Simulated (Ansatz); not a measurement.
Functionals compared on Cl on the 1x1 (110) surface of 3C silicon carbide (cut with top plane C + Si), one in a 2x2 cell, started at the site 'top Si', in Ansatz (plane waves, PAW). The structure was relaxed with PBE; the other rows are single points on it, each with its references at the same level. Cutoff 420 eV (500 eV for r2SCAN).

Host crystal: 3C silicon carbide, with a band gap (PBE, scalar-relativistic without spin-orbit coupling).

Set-up: 49 atoms, 7.7 Å thick at the start under the adsorbate (thin: gaps and levels are the slab's own); mesh 3x3x1; 0.01 eV smearing; dipole correction on; 24 atoms held, the rest relaxed; symmetry of the start imposed; spin-polarised, ending with about 1.0 μB a cell; orders that need a larger cell were not tried, no spin-orbit, no U, no dispersion correction. At the end it is bonded to Si. In PBE it is, or lies within 0.03 eV of, the lowest of the starts that converged. These notes are the PBE run's. r2SCAN: The program's check for a lower electronic state was not made. Adsorption energies are against ½ Cl2(g). A negative adsorption energy means that the adsorbate is more stable on the surface than in its reference.

```tsv
functional	adsorption energy (eV)	magnetic moment of the cell (μB)	rough cost of the single point
PBE	-1.82	1.00	–
RPBE	-1.69	1.00	roughly 7 core-minutes
r2SCAN	(withheld)	1.00	around 11 core-minutes (rough)
```

### Question
Complete the blanks.

### Answer

- r2SCAN, adsorption energy (eV): -2.13

Ansatz is a first-principles code.
